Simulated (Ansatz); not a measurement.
Pressure series in hypothetical P6_3/mmc SiS2

Base system: SiS₂ in the 2H-MoS2 type structure (space group P6_3/mmc, No. 194; a = 3.210 Å, c = 11.768 Å; a hypothetical phase, not in the database extracts checked; layered, stacked along the Cartesian z axis).

Cell and atoms are relaxed at each pressure.

Levels (all Ansatz, a quantum-chemistry and plane-wave program, PAW, earlier PAW set): PBE-D3(BJ) (420 eV, no spin-orbit coupling); r2SCAN+rVV10 (500 eV, scalar-relativistic without spin-orbit coupling).

The base cell above is that of PBE-D3(BJ); each level relaxes its own structures.

```json
[
 {"case": "pressure −1 GPa", "lattice parameter a, PBE-D3(BJ)": "6.088 bohr", "lattice parameter a, r2SCAN+rVV10": "6.113 bohr"},
 {"case": "pressure 0.9 GPa", "lattice parameter a, PBE-D3(BJ)": "6.047 bohr", "lattice parameter a, r2SCAN+rVV10": "(withheld)"},
 {"case": "pressure 2.1 GPa", "lattice parameter a, PBE-D3(BJ)": "6.025 bohr", "lattice parameter a, r2SCAN+rVV10": "(withheld)"},
 {"case": "pressure 4.5 GPa", "lattice parameter a, PBE-D3(BJ)": "5.985 bohr", "lattice parameter a, r2SCAN+rVV10": "(withheld)"},
 {"case": "pressure 9 GPa", "lattice parameter a, PBE-D3(BJ)": "5.940 bohr", "lattice parameter a, r2SCAN+rVV10": "5.953 bohr"},
 {"case": "pressure 15 GPa", "lattice parameter a, PBE-D3(BJ)": "5.869 bohr", "lattice parameter a, r2SCAN+rVV10": "5.884 bohr"},
 {"case": "pressure 22.5 GPa", "lattice parameter a, PBE-D3(BJ)": "5.778 bohr", "lattice parameter a, r2SCAN+rVV10": "(withheld)"},
 {"case": "pressure 30 GPa", "lattice parameter a, PBE-D3(BJ)": "5.702 bohr", "lattice parameter a, r2SCAN+rVV10": "5.750 bohr"}
]
```

Problem. Some entries are withheld; estimate them.

Solution. 
- pressure 0.9 GPa, lattice parameter a, r2SCAN+rVV10: 6.077 bohr
- pressure 2.1 GPa, lattice parameter a, r2SCAN+rVV10: 6.056 bohr
- pressure 4.5 GPa, lattice parameter a, r2SCAN+rVV10: 6.017 bohr
- pressure 22.5 GPa, lattice parameter a, r2SCAN+rVV10: 5.818 bohr

PBE-D3(BJ) lies below r2SCAN+rVV10 in every row, by 0.013 bohr to 0.047 bohr. They put the cases in the same order.

Load acts through the strain it causes; cell and atoms are relaxed under it. Stability against distortions was not tested. Competing high-pressure phases were not computed. All final runs are without spin polarisation.
